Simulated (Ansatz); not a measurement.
Consider SnSe in the GeS type structure (space group Pnma, No. 62; a = 11.534 Å, b = 4.121 Å, c = 4.578 Å; layered, stacked along the Cartesian x axis).

Levels (all Ansatz, a first-principles code, PAW, earlier PAW set): r2SCAN+rVV10 (500 eV, no spin-orbit coupling); HSE06 (420 eV, spin-orbit coupling left out).

Its gap is 0.89 eV with r2SCAN+rVV10 and 1.05 eV with HSE06.

Perturbation: a hydrostatic pressure of 4.5 GPa.

With r2SCAN+rVV10 the gap becomes 0.31 eV.

**Question.** If the HSE06 correction stayed the same, what would the HSE06 gap be, and what does the HSE06 run give?

**Answer.** A rigid correction of +0.16 eV gives 0.47 eV. The HSE06 run gives 0.51 eV, so the correction itself changes by +0.04 eV.

Single points use the geometry relaxed with r2SCAN+rVV10. HSE06 was sampled on its mesh, a few special points and the semilocal edge points, so its gap is an upper bound. Load acts through the strain it causes; cell and atoms are relaxed under it. No phonon test of stability was made.
